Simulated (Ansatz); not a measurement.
What x(Al) = 0.625, 8 atoms, P3m1 does to Mg

Consider Mg in the hcp (Mg type) structure (space group P6_3/mmc, No. 194; a = 3.167 Å, c = 5.189 Å).

The other end (x = 1) is Al in the hcp (Mg type) structure (space group P6_3/mmc, No. 194; a model cell, its experimental status unchecked): 16.32 Å³/atom, gap zero; this end may not be an ambient phase.

Now apply this change: Al replaces 62.5 % of the Mg, ordered in a cell of 8 atoms (starting symmetry P3m1) and fully relaxed.

Method: Ansatz (an electronic-structure program) PBEsol, without spin-orbit coupling. Settings: 18×18×3 k-points, 0.05 eV Fermi–Dirac smearing, for the changed cell.

| quantity | base | changed | shift |
|---|---|---|---|
| volume per atom | 22.53 Å³ | 18.37 Å³ | -4.16 Å³ |
| density | 1.79 g/cm³ | 2.35 g/cm³ | +0.56 g/cm³ |
| shortest interatomic distance | 3.167 Å | 2.837 Å | -0.330 Å |
| band gap | zero | zero | – |
| mixing energy (to 0.01 eV only: unlike meshes or grids) (against an end that may be hypothetical) | – | +0.04 eV/atom | – |

Final structure:

```yaml
crystal:
  lattice:
    - [2.96900, 0.00000, 0.00000]
    - [-1.48450, 2.57123, 0.00000]
    - [0.00000, 0.00000, 19.24937]
  atoms:
    - { symbol: Al, position: [0.66667, 0.33333, 0.80687] }
    - { symbol: Al, position: [0.66667, 0.33333, 0.55281] }
    - { symbol: Al, position: [0.66667, 0.33333, 0.31793] }
    - { symbol: Mg, position: [0.66667, 0.33333, 0.07257] }
    - { symbol: Mg, position: [0.33333, 0.66667, 0.93341] }
    - { symbol: Mg, position: [0.33333, 0.66667, 0.68058] }
    - { symbol: Al, position: [0.33333, 0.66667, 0.43540] }
    - { symbol: Al, position: [0.33333, 0.66667, 0.20044] }
```

Cost of the whole job for the changed cell (relaxation, final SCF and bands): very roughly 6 core-minutes.

Each cell is one ordered arrangement of few atoms, which overstates ordering effects compared with a random alloy. Stability against distortions was not tested. This is not the structure that Al has at room temperature and ambient pressure.
